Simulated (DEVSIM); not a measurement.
System: abrupt GaSb n-p junction, at 250 K.

Layer 1 from the left is GaSb, thickness (μm) 1.50, Nd (cm⁻³) 3e15, τn (s) 1.8e-9, τp (s) 1.8e-9. Layer 2 from the left is GaSb, thickness (μm) 0.880, Na (cm⁻³) 4.5e17, τn (s) 1.8e-9, τp (s) 1.8e-9.

Left contact: ohmic. Right contact: ohmic. Voltage is applied to the left contact. Recombination: SRH at mid-gap, radiative. Mobility is constant in doping.

The device is made up for the run: typed textbook-type constants, with dimensions and the other settings drawn at random. Values at 300 K; Nc and Nv go as T^1.5, mobilities as T to minus their exponent, the gap by Varshni's rule with the affinity fixed.

GaSb: gap (eV) 0.726, affinity (eV) 4.06, permittivity 15.7, Nc (cm⁻³) 2.1e17, Nv (cm⁻³) 1.8e19, μn (cm²/Vs) 5000, μp (cm²/Vs) 850, T exponent of μn 2, T exponent of μp 1.7, B (cm³/s) 1e-10, Varshni α (eV/K) 0.00042, Varshni β (K) 140.

**Question.** Estimate by hand the built-in potential, the peak field at zero bias, and compare with a numerical solution.

**Answer.** 
- Built-in potential: ni = √(Nc Nv) exp(−Eg/2kT) = 4.62e10 cm⁻³ with Eg = 0.745 eV; Vbi = kT/q ln(Na Nd/ni²) = 0.585 V; numerical 0.585 V.
- Peak field at zero bias: depletion approximation: W = √(2εVbi/(qN)) = 0.584 μm with N = 2.98e15 cm⁻³; field = 2Vbi/W = 20100 V/cm; numerical 32700 V/cm (estimate below by 39 %).

Simulated with DEVSIM: 1D drift-diffusion, Boltzmann statistics, complete ionisation; no tunnelling, impact ionisation, image-force lowering or self-heating.
